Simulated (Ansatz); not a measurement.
The parent structure is Ti in the hcp (Mg type) structure (space group P6_3/mmc, No. 194; a = 2.936 Å, c = 4.637 Å).

Level of theory: Ansatz (a quantum-chemistry and plane-wave program) r2SCAN, without spin-orbit coupling.

Base values:

```
Property                           Result
-----------------------------  ----------
Density                        4.59 g/cm³
Band gap                             zero
Shortest interatomic distance    287.2 pm
```

It is then changed as follows: Ta takes the place of Ti on all its sites, then cell and atoms are relaxed.

Tabulated Pauling electronegativity and covalent radius: Ti 1.54, 1.60 Å; Ta 1.50, 1.70 Å.

Predict the new density, band gap and shortest interatomic distance.

The density rises by 11.665 g/cm³ (4.59 g/cm³ → 16.26 g/cm³); the band gap remains zero; the shortest interatomic distance rises by 1.5 pm (287.2 pm → 288.7 pm).

Stability against distortions was not tested. For Ta in this form, whether it has been made was not checked. All final runs are without spin polarisation. This is not the structure that Ta has at room temperature and ambient pressure.
